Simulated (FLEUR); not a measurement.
Input and output of a self-consistent single point for Ba (Im-3m, 1 atom in the cell) (FLEUR).

Computed with FLEUR with PBE, all-electron FLAPW (FLEUR), scalar-relativistic valence with spin-orbit coupling in second variation.

```
Ba
1.0
   -2.53435     2.53435     2.53435
    2.53435    -2.53435     2.53435
    2.53435     2.53435    -2.53435
Ba
1
Direct
  0.00000   0.00000   0.00000
```

Reference input (self-consistent single point, DFT, PBE, all-electron FLAPW (FLEUR), scalar-relativistic valence): Kmax = 3.8 1/bohr; GmaxXC = 15.2 1/bohr; xcFunctional = pbe; jspins = 1; l_soc = F; mode = hist; fermiSmearingEnergy = 0.00367493 Htr; mesh (inpgen div1-3) = 9 9 9; inpgen gamma flag = false; Gmax = 15.2 1/bohr; numbands = 0; maxIterBroyd = 15. This run's input differs from it in these lines:

```diff
@@ -14,2 +14,3 @@
 &kpt div1=9 div2=9 div3=9 /
+&soc 0.0 0.0 /
 &end /
@@ -27,5 +28,5 @@
       <magnetism jspins="1"/>
-      <soc l_soc="F" theta="0.0" phi="0.0" spav="F"/>
+      <soc l_soc="T" theta="0.0" phi="0.0" spav="F"/>
       <expertModes spex="0" secvar="F"/>
-      <geometryOptimization l_f="T" forcealpha="1.0" forcemix="BFGS" epsdisp="0.00001" epsforce="0.00001"/>
+      <geometryOptimization l_f="F" forcealpha="1.0" forcemix="BFGS" epsdisp="0.00001" epsforce="0.00001"/>
       <ldaU l_linMix="F" mixParam="0.05" spinf="1.0"/>
```

Log, with long lists cut:

```
 Iteration:     1   Distance:       2.44486333 me/bohr^3
 Iteration:     2   Distance:       2.31902774 me/bohr^3
 Iteration:     3   Distance:       0.29215320 me/bohr^3
 Iteration:     4   Distance:       0.04676437 me/bohr^3
 Iteration:     5   Distance:       0.02881586 me/bohr^3
   [... 71 lines left out ...]
 Iteration:    77   Distance:       0.00002869 me/bohr^3
 Iteration:    78   Distance:       0.00003670 me/bohr^3
 Iteration:    79   Distance:       0.00002904 me/bohr^3
 Iteration:    80   Distance:       0.00002904 me/bohr^3
 Run finished successfully
 Stop message:
   all done

[file out, last iteration]
             iter=     80
[...]
          total density-effective poten   -1.3703705148E+04
          total charge density-energy d   -1.9832918138E+02
 Updated energy parameters for spin:           1
[...]
 fermi energy and band-weighting factors:

[...]
FERMIE:
   [... lines left out ...]
          first approx. to ef    (T=0)  :   0.198057 htr   (energy of the highest occ. eigenvalue)
FERHIS:  Fermi-Energy by histogram:
          bandgap                     :   0.000000 htr
          charge neutrality (T=0)     :   0.010974    (zero if the highest occ. eigenvalue is "entirely" occupied)
     EF_NEWTON:  Adjust Fermi-Energy by Newton-Method.
 Direct bandgap for spin            1 :    6.1217332489068854E-003  Htr
   [... lines left out ...]
          density-effective potential i   -13703.7051478247
          charge density-ex.-corr.energ     -198.3291813805
 ---->    total energy=                    -8139.3782974495 htr
 ---->    (input%tkb*entropy) TS=              0.0016841145 htr
 ---->    free energy=                     -8139.3799815640 htr
      extrapolation for T->0
 ---->    total electron energy=           -8139.3791395068 htr
 ***** TOTAL FORCES ON ATOMS *****
 TOTAL FORCE FOR ATOM TYPE=  1  X=  0.000   Y=  0.000   Z=  0.000
                       FX_TOT= 0.000000 FY_TOT= 0.000000 FZ_TOT= 0.000000
No new postions, force convergence required= 0.00001; max force distance= 0.00000
---->    distance of charge densities for spin  1                 it=   80:     0.000029 me/bohr**3
GENERALIZED ANDERSON MIXING: alpha=   0.05000 History-length=9
     ******* it= 80  is completed********
```

The run ended unconverged after 80 iterations. 

The starting cell has typed, rounded lattice constants, without a prior relaxation at this level. Its lattice was rescaled by a random factor within 2.5 % of one. Values depend on the basis (sphere radii, cutoffs, local orbitals), which need not be converged.

Cost on one core of a shared machine: roughly 6 min.
